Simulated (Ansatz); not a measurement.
LiNbO3: energy against strain

LiNbO3 (R3c, 10.146 Å³/atom and stress up to 0.01 GPa in the relaxed cell, c along z) under a strain ε along a direction in the basal plane (axis x), the other axes held. LDA in Ansatz, a plane-wave DFT program (PAW, default set), 420 eV, 8×8×8 Γ-centred mesh, Fermi-Dirac smearing 0.05 eV; ions are relaxed, or left where forces stay under 0.02 eV/Å, within the symmetry of each cell.

Here s stands for strain and y for E less E0.

| strain (%) | E less E0 (meV/atom) |
|---|---|
| -1.50 | 1.60 |
| -0.75 | 0.39 |
| 0.00 | 0.00 |
| 0.75 | 0.38 |
| 1.50 | 1.53 |
| 3.00 | ? |

Using a parabola, estimate the missing y at s = 3.00 from the other rows, showing the fit.

Least squares gives y = -0.004 - 0.0200·s + 0.6971·s². Residuals (row less fit): 0.006, -0.013, 0.004, 0.007, -0.004; standard error 0.012 (degrees of freedom: 2). Twice the quadratic coefficient over the volume, 2 × 0.6971 meV × 10⁴ × 0.1602 / 10.146 Å³, is the elastic constant C11 = 220 ± 2 GPa (± standard error of the fit, which holds the terms cut off). At the withheld row, y = -0.004 - 0.0200 × 3.00 + 0.6971 × 3.00² = 6.210 meV/atom. The calculation gives 5.92 meV/atom, 0.290 meV/atom below the prediction (4.9 % of the range of y in the table). The row lies outside the fitted rows, so this is an extrapolation. From the scatter of the fitted rows alone, a prediction at this place has a standard error of 0.049 meV/atom, so the miss is 5.9 times that.

A polynomial of degree 3 through the 8 other runs of the series gives 5.94 there, so most of the miss is curvature that the fit leaves out. The start is a measured cell from the literature; how it stands against other phases or cation orders wasn't checked. Rows are the converged runs of the series near zero and its far end; series whose fitted rows scatter by over a few per cent of the range, as at a crossing or softening among them, aren't shown in this form, nor equations of state whose B0' disagrees with the runs' pressures. Most that stay on the fit to the last digits aren't either.
